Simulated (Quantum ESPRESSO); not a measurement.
Pressure against volume in zinc-blende AlN (space group 216) (Quantum ESPRESSO, PBEsol)

```yaml
crystal:
  lattice:
    - [0.00000, 2.12641, 2.12641]
    - [2.12641, 0.00000, 2.12641]
    - [2.12641, 2.12641, 0.00000]
  atoms:
    - { symbol: Al, position: [0.00000, 0.00000, 0.00000] }
    - { symbol: N, position: [0.75000, 0.75000, 0.75000] }
```

Computed with PBEsol, GBRV 1.5 ultrasoft (PBESOL) pseudopotentials (plane waves; Quantum ESPRESSO). Settings: ecutwfc = 52 Ry; ecutrho = 260 Ry; occupations = smearing; smearing = fermi-dirac; degauss = 0.000734986 Ry; potentials = {Al: al_pbesol_v1.uspp.F.UPF, N: n_pbesol_v1.2.uspp.F.UPF}; K_POINTS = automatic 13 13 13 0 0 0; conv_thr = 1e-10 Ry. The cell above is the first row's. The rows scale it uniformly. In all rows fractional positions and the k mesh are held.

```csv
V (Å^3/atom),P (GPa)
9.615,?
9.824,15.23
10.033,9.98
10.242,5.22
10.451,0.91
10.660,-3.00
10.869,-6.54
11.078,-9.75
11.287,-12.66
```

Using a cubic, estimate the missing P at V = 9.615 from the other rows, showing the fit.

With u = V - 10.6, the rows have u = -0.7760, -0.5670, -0.3580, -0.1490, 0.0600, 0.2690, 0.4780, 0.6870. Least squares gives P = -1.919 - 18.2975·u + 4.3530·u² - 0.6998·u³. Residuals (row less fit): 0.002, -0.003, -0.002, 0.004, 0.001, 0.000, -0.003, 0.002; standard error 0.003 (degrees of freedom: 4). The fitted pressure is zero at V0 = 10.50, where dP/dV = -19.21, so B0 = -V0·dP/dV = 202 GPa. At the withheld row, u = -0.9850, so P = -1.919 - 18.2975 × (-0.9850) + 4.3530 × (-0.9850)² - 0.6998 × (-0.9850)³ = 20.996 GPa. The calculation gives 21.03 GPa, 0.034 GPa above the prediction (0.1 % of the range of P in the table). The row lies outside the fitted rows, so this is an extrapolation. From the scatter of the fitted rows alone, a prediction at this place has a standard error of 0.008 GPa, so the miss is 4.0 times that.

Carrying the step between the two nearest rows on in a straight line would have given 20.48, off by 0.55; series whose last step already gives the withheld value aren't shown. The scan was laid around a cell of about the measured size, scaled by a guess for this functional. This is a metastable polymorph. The runs keep the symmetry of the cell, so they don't test it for distortions. Cutoffs and mesh are single choices, not tested for convergence of this quantity. Series with a scatter that would blur these digits, or in which a gap closes, are not shown.

Terms beyond the fitted order, or numerical noise in single rows, can give a miss of this size; the table doesn't tell which.
